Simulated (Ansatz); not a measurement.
The starting structures come from a database of crystals and need not be the phases stable at ambient conditions.

By PBEsol, the system below comes out a metal.

A figure of merit of an interconnect metal is its ballistic conductance per area.

Input:

```
CELL_PARAMETERS angstrom
      4.55919     0.00000     0.00000
      0.00000     8.94528     0.00000
      0.00000    -1.27617     4.60465
ATOMIC_POSITIONS crystal
  Ca 0.25000 0.20294 0.10147
  Ca 0.75000 0.79706 0.89853
  Bi 0.25000 0.87240 0.43620
  Bi 0.75000 0.12760 0.56380
  Bi 0.25000 0.48830 0.74415
  Bi 0.75000 0.51170 0.25585
```

Space group of this cell: Cmcm. The cell is taken as given; by PBEsol its mean pressure is -1.7 GPa.

The current flows along the normal of the first two printed cell vectors. No spin-orbit coupling; the value is a mean over 0.1 eV about the Fermi level.

**Question.** State the ballistic conductance per area according to PBEsol in Ansatz (a first-principles code).

**Answer.** 0.40 × 10¹⁵ S/m² for both spins.
